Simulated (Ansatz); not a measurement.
WSi2, response to strain

Start from WSi$_{2}$ (space group I4/mmm, No. 139; relaxed with 0.1 eV smearing).

```
WSi2
1.0
   -1.61446     1.61446     3.93486
    1.61446    -1.61446     3.93486
    1.61446     1.61446    -3.93486
W Si
1 2
Cartesian
  0.00000   0.00000   0.00000
  0.00000   0.00000   2.63257
  0.00000   0.00000   5.23716
```

Strains are applied to the cell and any free atomic positions relax.

Computed with Ansatz (a program for electronic structure), PBE, PAW, cutoff 420 eV, scalar-relativistic without spin-orbit coupling.

Notes on the quantities. energy relative to the base: free energy F.

| isotropic strain (%) | energy relative to the base (meV/atom) |
|---|---|
| -5.62 | 322.3 |
| -0.13 | 0.1 |
| 0 | 0.0 |
| 1.31 | ? |
| 2.24 | 38.9 |

Task: Fit ΔE = Aε² + Bε³ (ε in %) to the rows shown and predict the withheld row.

Result: Least squares on the printed values gives A = 8.45 and B = -0.31 meV/atom (largest residual 0.0 meV/atom); this predicts 13.8 meV/atom, and the run gives 13.7 meV/atom, in agreement.

No phonon test of stability was made. The final runs are not spin-polarised.
